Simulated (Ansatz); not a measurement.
## TiC, response to strain

Base system: TiC in the rock salt structure (space group Fm-3m, No. 225; a = 4.2609 Å; relaxed with 0.1 eV smearing). Axes: x, y, z lie along the cube axes.

Strains are applied to the cell and any free atomic positions relax; under biaxial strain the out-of-plane vector relaxes too.

Computed with LDA in Ansatz (plane waves to 420 eV, PAW, spin-orbit coupling left out).

Candidates:
(a) biaxial strain −1.67 %, plane normal [111], relaxed out of plane
(b) biaxial strain −2.08 %, plane normal [111], relaxed out of plane
(c) biaxial strain −2.50 %, plane normal [111], relaxed out of plane
(d) biaxial strain +2.08 %, plane normal [111], relaxed out of plane

Notes on the quantities. energy relative to the base: free energy F.

Question: Order them by energy relative to the base, highest first.

Answer: (c) biaxial strain −2.50 %, plane normal [111], relaxed out of plane (+23 meV/atom), (b) biaxial strain −2.08 %, plane normal [111], relaxed out of plane (+16 meV/atom), (d) biaxial strain +2.08 %, plane normal [111], relaxed out of plane (+14 meV/atom), (a) biaxial strain −1.67 %, plane normal [111], relaxed out of plane (+10 meV/atom)

No phonon test of stability was made. All final runs are without spin polarisation.

Ansatz is a first-principles code.
